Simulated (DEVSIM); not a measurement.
System: illuminated Si n-on-p cell, one wavelength, at 300 K.

Layer 1 from the left is Si, thickness (μm) 0.720, Nd (cm⁻³) 1.2e19, τn (s) 7.6e-8, τp (s) 3.6e-8, absorption coefficient (cm⁻¹) 6200. Layer 2 from the left is Si, thickness (μm) 26.0, Na (cm⁻³) 1.8e15, τn (s) 3.3e-7, τp (s) 3.3e-7, absorption coefficient (cm⁻¹) 6200.

Left contact: ohmic, minority hole recombination velocity 300 cm/s. Right contact: ohmic, minority electron recombination velocity 10 cm/s. Voltage is applied to the left contact. Recombination: SRH at mid-gap, radiative, Auger. Light enters at the left, 2.4e18 photons cm⁻² s⁻¹, one pass, no reflection. Mobility is μmin + (μ − μmin)/(1 + (N/Nref)^α).

Constants are typed, rounded textbook-type inputs, not results; the design itself was drawn at random and stands for no fabricated device. Values at 300 K.

Si: gap (eV) 1.124, affinity (eV) 4.05, permittivity 11.7, Nc (cm⁻³) 2.86e19, Nv (cm⁻³) 3.1e19, μn (cm²/Vs) 1417, μp (cm²/Vs) 470, μn,min 52, μp,min 45, Nref,n 9.7e16, Nref,p 2.2e17, αn 0.68, αp 0.72, B (cm³/s) 4.7e-15, Cn (cm⁶/s) 2.8e-31, Cp (cm⁶/s) 9.9e-32.

Simulated with DEVSIM: 1D drift-diffusion, Boltzmann statistics, complete ionisation; no tunnelling, impact ionisation, image-force lowering or self-heating.

### Question
What does the simulation give for the open-circuit voltage, the potential step across the device at zero bias, the short-circuit current, the dark forward voltage at 1 A/cm²?

### Answer
open-circuit voltage 0.586 V; potential step across the device at zero bias 0.849 V; short-circuit current 371 mA/cm²; dark forward voltage at 1 A/cm² 0.630 V.
